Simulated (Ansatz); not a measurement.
An Ansatz (a quantum-chemistry and plane-wave program) input (r2SCAN/PAW in Ansatz, no spin-orbit coupling):

Ansatz 0.2 input:
```yaml
crystal:
  lattice:
    - [3.9374925086, 0, 0]
    - [1.9687462543, 3.4099685397, 0]
    - [0, 0, 31.0747458535]
  atoms:
    - { symbol: Ca, position: [0.3333333333, -0.1666666667, 0.2413535427] }
    - { symbol: Ca, position: [1, -0.5, 0.3448121256] }
    - { symbol: Ca, position: [1.6666666667, -0.8333333333, 0.4482707085] }
    - { symbol: Ca, position: [2.3333333333, -1.1666666667, 0.5517292915] }
    - { symbol: Ca, position: [3, -1.5, 0.6551878744] }
    - { symbol: Ca, position: [3.6666666667, -1.8333333333, 0.7586464573] }
basis: { ecutwfc: 500, ecutrho_ratio: 4, xc_grid: 4, fft_grid_basis: typed }
kpoints: { mp_grid: { grid: [14, 14, 1] } }
hamiltonian:
  xc: r2scan
  dispersion: none
  pseudopotentials: { kind: paw }
scf: { occupations: { method: fermi_dirac, width: 0.05 }, convergence: { dr2_threshold: 0.0000000006 } }
relax: { f_tol: 0.01, max_steps: 50 }
output: { forces: true, stress: true }
checkpoint: { write: state.ck, write_every: 1000 }
```

### Question
Which symmetry and how many k-points will the program report, and about how many plane waves at Γ?

### Answer
Space group P-3m1 (ITA 164) with 12 operations, k-points 24 of 196, and 10559 plane waves at Γ.

Whether these cells are dynamically stable was not tested. The cell was made from Ca in the fcc (Cu type) structure (space group Fm-3m, No. 225) by this change: a free-standing slab of 6 layers (6 atoms, 1 a layer) is cut normal to [111], with 15 Å of vacuum and the in-plane cell held at bulk.
